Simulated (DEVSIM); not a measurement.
Device: abrupt GaP n-p junction, at 300 K.

Layer 1 from the left is GaP, thickness (μm) 42.0, Nd (cm⁻³) 3.4e15, τn (s) 6.2e-7, τp (s) 6.2e-7. Layer 2 from the left is GaP, thickness (μm) 51.0, Na (cm⁻³) 6.6e17, τn (s) 6.2e-7, τp (s) 6.2e-7.

Left contact: ohmic. Right contact: ohmic. Voltage is applied to the left contact. Recombination: SRH at mid-gap, Auger. Mobility is constant in doping.

Constants are typed, rounded textbook-type inputs, not results; the design itself was drawn at random and stands for no fabricated device. Values at 300 K.

GaP: gap (eV) 2.26, affinity (eV) 3.8, permittivity 11.1, Nc (cm⁻³) 1.8e19, Nv (cm⁻³) 1.9e19, μn (cm²/Vs) 250, μp (cm²/Vs) 150, Cn (cm⁶/s) 1e-30, Cp (cm⁶/s) 1e-30.

DEVSIM, 1D drift-diffusion, Boltzmann statistics, complete ionisation; no tunnelling, impact ionisation, image-force lowering or self-heating.

Dark forward current:

```
|V| (V)  |J| (A/cm²)
-------  -----------
0.70       6.314e-13
0.75       1.702e-12
0.80       4.591e-12
0.85       1.241e-11
0.90       3.357e-11
0.95       9.101e-11
1.00       2.472e-10
1.05       6.733e-10
1.10        1.839e-9
1.15        5.040e-9
1.20        1.389e-8
1.25        3.861e-8
1.30        1.090e-7
1.35        3.174e-7
1.40        9.822e-7
1.45        3.400e-6
1.50        1.394e-5
1.55        6.903e-5
1.60       0.0003977
1.65        0.002506
1.70         0.01628
1.75         0.09868
1.80          0.4521
1.85           1.442
1.90           3.684
1.95           8.281
```

**Question.** Work out the local ideality factor n = ΔV / (kT/q · ln(J2/J1)) between the rows 0.70 and 0.75 V, 1.65 and 1.70 V, 1.90 and 1.95 V.

**Answer.** kT/q = 25.85 mV. From 0.70 to 0.75 V: ln(1.702e-12/6.314e-13) = 0.992, n = 1.95, near the 2 of recombination in the depletion region. From 1.65 to 1.70 V: ln(0.01628/0.002506) = 1.871, n = 1.03, near the 1 of diffusion or emission over a barrier. From 1.90 to 1.95 V: ln(8.281/3.684) = 0.810, n = 2.39.

**Question.** Estimate the current at 1.65 V from the Shockley equation with J0 = Σ q ni² D/(N L) coth(W/L), τ joining the SRH, radiative and Auger lifetimes that are on, and W taken as the whole layer.

**Answer.** ni² = 3.67 cm⁻⁶; holes in the n layer: μ = 150 cm²/Vs, D = 3.88 cm²/s, τ = 6.20e-7 s, L = 15.5 μm, W/L = 2.7, term 4.36e-31 A/cm²; electrons in the p layer: μ = 250 cm²/Vs, D = 6.46 cm²/s, τ = 4.88e-7 s, L = 17.8 μm, W/L = 2.9, term 3.26e-33 A/cm². J0 = 4.40e-31 A/cm², and J = J0 exp(qV/kT) = 0.00231 A/cm². The simulation gives 0.00251 A/cm²; the estimate lies 7.7 % below. The estimate leaves out recombination in the depletion region and that region's share of W.
